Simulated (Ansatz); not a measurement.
The starting structures come from a database of crystals and need not be the phases stable at ambient conditions.

By PBEsol, the system below comes out a metal.

A figure of merit of an interconnect metal is its ballistic conductance per area.

Data:

```
CELL_PARAMETERS angstrom
      3.75942     0.00000     0.00000
      0.00000     5.31662     0.00000
      0.00000     2.65831     2.65831
ATOMIC_POSITIONS crystal
  Y  0.50000 0.50000 0.00000
  In 0.00000 0.00000 0.00000
```

Space group of this cell: Pm-3m, CsCl type. The cell is taken as given; by PBEsol its mean pressure is -2.5 GPa.

The current flows along the normal of the first two printed cell vectors, the (110) plane of the conventional cell. No spin-orbit coupling; the value is a mean over 0.1 eV about the Fermi level.

Problem. Give the ballistic conductance per area that PBEsol (Ansatz, a program for electronic structure) yields.

Solution. 0.36 × 10¹⁵ S/m² for both spins.
